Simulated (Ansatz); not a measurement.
Functionals compared on SiH3 on the 1x1 (10-10) surface of wurtzite ZnO (cut with top plane O + Zn), one in a 2x1 cell, started at the site 'top O', in Ansatz (plane waves, PAW). The structure was relaxed with PBE; the other rows are single points on it, each with its references at the same level. Cutoff 420 eV (500 eV for r2SCAN). The points keep PBE's geometry, so the relaxation of a polaron and the settling of charge on one site are left out.

Host crystal: wurtzite ZnO, with a band gap (PBE, scalar-relativistic without spin-orbit coupling).

Model: 36-atom slab, 9.4 Å thick at the start under the adsorbate (thin: gaps and levels are the slab's own), 3x4x1 mesh, Fermi-Dirac 0.01 eV, dipole correction, 16 atoms held, the rest relaxed; no symmetry held; spin-polarised, no spin-orbit, no U, no dispersion correction. The starting moment vanished. At the end it is bonded to O. In PBE it is, or lies within 0.03 eV of, the lowest of the starts that converged. These notes are the PBE run's. r2SCAN: The program's check for a lower electronic state was not made. Adsorption energies are against SiH4(g) − ½ H2(g). A negative adsorption energy means that the adsorbate is more stable on the surface than in its reference.

```
functional  adsorption energy (eV)  magnetic moment of the cell (μB)  rough cost of the single point
----------  ----------------------  --------------------------------  ------------------------------
PBE                          -0.48                              0.00                               –
RPBE                         -0.24                              0.00     very roughly 9 core-minutes
r2SCAN                         ___                              0.00         roughly 14 core-minutes
```

Problem. What belongs in the gaps?

Solution. 
- r2SCAN, adsorption energy (eV): -0.48

Ansatz is a first-principles code.
